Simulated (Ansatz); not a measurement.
## YSi (Cmcm): resistivity and electron-phonon coupling

Input:

```xyz
4
Lattice="2.1172 -5.2326 0.0000 2.1172 5.2326 0.0000 0.0000 0.0000 3.8013" Properties=species:S:1:pos:R:3 pbc="T T T"
Y      2.1172     3.7613     0.9503
Y      2.1172    -3.7613     2.8509
Si     2.1172     0.7965     0.9503
Si     2.1172    -0.7965     2.8509
```

These are PBEsol, DFPT electron-phonon coupling, linearised Boltzmann equation (plane waves, PAW, scalar-relativistic; Ansatz, a first-principles code) values and carry that method's errors. How the cell was made: relaxed with this functional, without spin-orbit coupling.

| Property | Value |
|---|---|
| resistivity at 300 K | 67 (x), 35 (y), 11.5 (z) μΩ·cm |
| resistivity at 77 K | 6.1 (x), 3.4 (y), 1.14 (z) μΩ·cm |
| electron mean free path at 300 K (weighted by the current that each state carries) | 8.2 (x), 9.0 (y), 7.8 (z) nm |
| electron-phonon coupling λ | 0.24 |
| transport coupling λ_tr | 0.27 (x), 0.25 (y), 0.30 (z) |
| logarithmic mean phonon energy | 22 meV |
| density of states at the Fermi level | 1.04 states/(eV·spin·cell) |

A metal at this level (no band gap). Only scattering by harmonic phonons is included (no impurities, grain boundaries, electron-electron scattering or thermal expansion). Spin-orbit coupling is left out. Halving the electron mesh (24x24x24) moves the resistivity by up to 9 % at 300 K, the mean free path by up to 4 %, the coupling by up to 4 %. Smearing 0.20 eV; phonons on a 4x4x4 q mesh, which this run doesn't test and which matters most at low temperature.
